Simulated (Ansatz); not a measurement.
Base system: BeTe in the zinc blende structure (space group F-43m, No. 216).

```
BeTe
1.0
    0.00000     2.82847     2.82847
    2.82847     0.00000     2.82847
    2.82847     2.82847     0.00000
Te Be
1 1
Direct
  0.75000   0.75000   0.75000
  0.00000   0.00000   0.00000
```

Computed with r2SCAN in Ansatz (plane waves to 500 eV, PAW, spin-orbit coupling left out).

For the base:

```
Property                 Value
-------------  ---------------
Band gap               2.38 eV
Gap character  indirect, Γ → X
```

It is then changed as follows: the cell is scaled by 0.9604 in all directions, atoms relaxed at fixed cell.

Problem. What does the calculation give for the band gap after the change?

Solution. The band gap falls by 0.321 eV (2.38 eV → 2.05 eV).

Problem. What does the calculation give for the gap character after the change?

Solution. The gap character remains indirect, Γ → X.

Spin-orbit coupling, missing from the scalar runs, can matter with Te. The cells carry an imposed strain or load. Stability against distortions was not tested.

Ansatz is a quantum-chemistry and plane-wave program.
